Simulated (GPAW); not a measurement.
## Relaxation of cell and atoms of InP₃ (R-3m, 8 atoms in the cell) at several settings

```xyz
8
Lattice="3.7403 2.1595 3.3710 -3.7403 2.1595 3.3710 0.0000 -4.3190 3.3710" Properties=species:S:1:pos:R:3 pbc="T T T"
In     0.0000     0.0000     2.7366
In     0.0000     0.0000     7.3765
P      2.0723    -1.1964     6.2117
P     -2.0723     1.1964     3.9013
P      0.0000     2.3929     6.2117
P      0.0000    -2.3929     3.9013
P     -2.0723    -1.1964     6.2117
P      2.0723     1.1964     3.9013
```

Base: PBEsol, GPAW PAW datasets PBEsol (made by gpaw-setup) run with GPAW. Its settings: mode = pw; ecut = 600 eV; xc = PBEsol; kpts = 4 4 4; mesh shift (steps) = 0.5 0.5 0.5; occupations.name = methfessel-paxton; occupations.width = 0.05 eV; occupations.order = 1; nbands = -16; convergence.forces = 0.001 eV/Å; symmetry.symmorphic = false; symmetry.tolerance = 0.0005; maxiter = 150. Starting volume 20.42 Å³ per atom.

Each line gives the change from the base single point and the result:

- convergence.density: default → 1e-05 e/electron; dispersion: default → d3bj; optimizer: default → BFGS; fmax: default → 0.02 eV/Å [DFT PBEsol-D3(BJ), plane waves, GPAW PAW datasets PBEsol (made by gpaw-setup)]: pressure -0.02 GPa; largest force (vector length) 0.007 eV/Å; final cell a = 5.2993 Å, b = 5.2993 Å, c = 5.2993 Å, α = 88.14°, β = 88.14°, γ = 88.14°; final volume per atom 18.57 Å³; relaxation steps 20.
- convergence.density: default → 1e-05 e/electron; optimizer: default → BFGS; fmax: default → 0.02 eV/Å: pressure 0.01 GPa; largest force (vector length) 0.013 eV/Å; final cell a = 5.383 Å, b = 5.383 Å, c = 5.383 Å, α = 87.39°, β = 87.39°, γ = 87.39°; final volume per atom 19.44 Å³; relaxation steps 16; free energy against the base single point -9.7 meV/atom.
- xc: PBEsol → LDA; convergence.density: default → 1e-05 e/electron; optimizer: default → BFGS; fmax: default → 0.02 eV/Å; potentials: GPAW PAW datasets LDA (gpaw-data 1.0.1) [DFT LDA (Perdew-Wang 92), plane waves, GPAW PAW datasets LDA (gpaw-data 1.0.1)]: pressure 0.01 GPa; largest force (vector length) 0.020 eV/Å; final cell a = b = c = 5.342 Å, α = β = γ = 87.50°; final volume per atom 19.00 Å³; relaxation steps 17.

The starting cell comes from a database of computed structures (which also holds hypothetical and non-ambient phases and stackings), without a prior relaxation at this level. The run gives no clean gap (levels at the Fermi energy touch, overlap or are partly filled at this smearing), which alone does not show that the compound is a metal.
